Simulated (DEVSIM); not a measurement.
abrupt CdTe n-p junction

System: abrupt CdTe n-p junction, at 350 K.

| layer (left to right) | material | thickness (μm) | Nd (cm⁻³) | Na (cm⁻³) | τn (s) | τp (s) |
|---|---|---|---|---|---|---|
| 1 | CdTe | 56.0 | 9e15 | - | 8.1e-10 | 8.1e-10 |
| 2 | CdTe | 1.30 | - | 1.4e16 | 8.1e-10 | 8.1e-10 |

Left contact: ohmic. Right contact: ohmic. Voltage is applied to the left contact. Recombination: SRH at mid-gap, radiative. Mobility is constant in doping.

Constants are typed, rounded textbook-type inputs, not results; the design itself was drawn at random and stands for no fabricated device. Values at 300 K; Nc and Nv go as T^1.5, mobilities as T to minus their exponent, the gap by Varshni's rule with the affinity fixed.

```csv
parameter,CdTe
gap (eV),1.5
affinity (eV),4.28
permittivity,10.2
Nc (cm⁻³),8e17
Nv (cm⁻³),1.8e19
μn (cm²/Vs),1000
μp (cm²/Vs),80
T exponent of μn,1.7
T exponent of μp,1.5
B (cm³/s),1e-10
Varshni α (eV/K),0.00031
Varshni β (K),108
```

DEVSIM, 1D drift-diffusion, Boltzmann statistics, complete ionisation; no tunnelling, impact ionisation, image-force lowering or self-heating.

- Potential step across the device at zero bias: 1.120 V
- Largest field in the device at zero bias: 45000 V/cm
- Dark forward voltage at 1 A/cm²: 0.930 V
- Dark forward voltage at 100 A/cm²: 1.602 V

Dark reverse current:

```csv
V (V),J (A/cm²)
0.20,5.2e-8
0.50,1.1e-7
1.00,1.9e-7
1.50,2.6e-7
2.00,3.2e-7
3.00,4.4e-7
4.00,5.4e-7
5.00,6.3e-7
6.50,7.6e-7
8.00,8.7e-7
10.00,1.0e-6
```

Dark forward current:

| V (V) | J (A/cm²) |
|---|---|
| -0.05 | -3.3e-8 |
| -0.20 | -6.7e-7 |
| -0.35 | -9.1e-6 |
| -0.50 | -0.00012 |
| -0.65 | -0.0019 |
| -0.80 | -0.040 |
| -0.95 | -1.6 |
| -1.05 | -9.4 |
| -1.20 | -30 |
| -1.35 | -55 |
| -1.50 | -82 |
| -1.65 | -110 |
| -1.80 | -140 |
| -1.95 | -160 |
